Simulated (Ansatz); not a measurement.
LaH3 (within 0.1 Å of Fm-3m, No. 225, 4 atoms in the cell; start mp-973064), treated with PBE0 (PAW; Ansatz, a quantum-chemistry and plane-wave program).

Settings: plane-wave cutoff 460 eV, 10×10×10 k mesh, Fermi–Dirac smearing 0.01 eV, scalar-relativistic PAW data made under PBE.

Cell (relaxed with PBEsol):

```xyz
4
Lattice="-1.9405 1.9405 2.7629 1.9405 -1.9405 2.7629 1.9405 1.9405 -2.7629" Properties=species:S:1:pos:R:3 pbc="T T T"
La     0.0000     0.0000     0.0000
H      0.0000     1.9405     1.3815
H      1.9405     0.0000     1.3815
H      0.0000     0.0000     2.7629
```

Problem. What does this level give for the band gap and smallest direct gap on the k points sampled?

Solution. 
* **band gap**: 0.77 eV (on the SCF k mesh)
* **smallest direct gap on the k points sampled**: 0.97 eV

Note: cell and atoms aren't relaxed at this level (pressure 2.6 GPa).

Spin–orbit coupling is not included.

The result took roughly 5 core-minutes.

A start named mp-… is a Materials Project structure, which need not be a measured phase.
